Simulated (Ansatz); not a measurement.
## Response to strain in AlN

Consider AlN in the zinc blende structure (space group F-43m, No. 216).

```yaml
crystal:
  lattice:
    - [0.00000, 2.18887, 2.18887]
    - [2.18887, 0.00000, 2.18887]
    - [2.18887, 2.18887, 0.00000]
  atoms:
    - { symbol: Al, position: [0.00000, 0.00000, 0.00000] }
    - { symbol: N, position: [0.25000, 0.25000, 0.25000] }
```

Cartesian axes are those of the cell as printed.

Strains are applied to the cell and any free atomic positions relax; under biaxial strain the out-of-plane vector relaxes too.

The values are results of DFT with PBEsol, PAW potentials and a 420 eV plane-wave cutoff in Ansatz (a first-principles code), scalar-relativistic without spin-orbit coupling, not measurements.

Notes on the quantities. energy relative to the base: free energy F.

```csv
"biaxial strain, plane normal [001], relaxed out of plane (%)",energy relative to the base (meV/atom)
-3,17.5
-2.5,12.0
-2,7.5
-1.5,?
-1,1.8
-0.5,0.4
0,0.0
```

### Question
Fit ΔE = Aε² + Bε³ (ε in %) to the rows shown and predict the withheld row.

### Answer
Least squares on the printed values gives A = 1.75 and B = -0.067 meV/atom (largest residual 0.0 meV/atom); this predicts 4.2 meV/atom, and the run gives 4.2 meV/atom, in agreement.

Whether these cells are dynamically stable was not tested. This is not the structure that AlN has at room temperature and ambient pressure.
